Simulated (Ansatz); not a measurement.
## Ti: stress against strain

Ti (hcp, P6_3/mmc, 16.120 Å³/atom at rest, c along z) under a strain ε along a direction in the basal plane (axis x), the other axes held. LDA in Ansatz, a plane-wave DFT program (PAW, default set), 420 eV, 23×23×13 Γ-centred mesh, Fermi-Dirac smearing 0.10 eV; ions are relaxed within the symmetry of each cell. Stress is positive for a compressed cell.

Here s stands for strain and y for stress xx.

| strain (%) | stress xx (GPa) |
|---|---|
| -3.00 | ? |
| -1.50 | 2.66 |
| -1.00 | 1.73 |
| -0.50 | 0.85 |
| 0.00 | 0.00 |
| 0.50 | -0.83 |
| 1.00 | -1.63 |
| 1.50 | -2.41 |

Task: Using a straight line, estimate the missing y at s = -3.00 from the other rows, showing the fit.

Result: Means: s 0, y 0.053. About the means, the sum of products is -11.805 and the sum of squares of s is 7.0000; the slope is their ratio. Least squares gives y = 0.053 - 1.6864·s. Residuals (row less fit): 0.077, -0.009, -0.046, -0.053, -0.040, 0.003, 0.067; standard error 0.058 (degrees of freedom: 5). The slope gives the elastic constant C11 = 169 ± 2 GPa. At the withheld row, y = 0.053 - 1.6864 × (-3.0) = 5.112 GPa. The calculation gives 5.45 GPa, 0.338 GPa above the prediction (4.3 % of the range of y in the table). The row lies outside the fitted rows, so this is an extrapolation. From the scatter of the fitted rows alone, a prediction at this place has a standard error of 0.091 GPa, so the miss is 3.7 times that.

One order more, fitted to all 13 runs of the series, follows each within 0.05, so the miss is the next term of a smooth law. In a metal these values are sensitive to mesh and smearing; energies are taken to zero smearing, stresses follow the free energy. Rows are the converged runs of the series near zero and its far end; series whose fitted rows scatter by over a few per cent of the range, as at a crossing or softening among them, aren't shown in this form. Most that stay on the fit to the last digits aren't either.
